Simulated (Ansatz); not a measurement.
The starting structures come from a database of crystals and need not be the phases stable at ambient conditions.

 Where the default PAW files enter, the runs use the earlier of Ansatz's two default sets.

The decay constant κ of evanescent states in the gap governs leakage through a thin film.

```yaml
crystal:
  lattice:
    - [4.68200, 0.00000, 0.00000]
    - [-2.34100, 4.05473, 0.00000]
    - [0.00000, 0.00000, 7.58657]
  atoms:
    - { symbol: Mg, position: [0.33333, 0.66667, 0.99599] }
    - { symbol: Mg, position: [0.66667, 0.33333, 0.49599] }
    - { symbol: Te, position: [0.33333, 0.66667, 0.37401] }
    - { symbol: Te, position: [0.66667, 0.33333, 0.87401] }
```

Space group of this cell: P6_3mc, wurtzite. The cell is strained (all lengths scaled by 1.02); by PBEsol its mean pressure is -2.3 GPa.

Transport runs along the normal of the first two printed cell vectors, the (001) plane of the conventional cell.

The gap is the functional's own. No spin-orbit coupling. Mid-gap values are interpolated on the energy grid.

### Question
Compute, with PBEsol run with Ansatz (an electronic-structure program), the band gap and the smallest decay constant κ at mid-gap.

### Answer
Gap 2.05 eV on a 12×12×4 mesh; κ = 0.138 1/Å, at the zone centre.
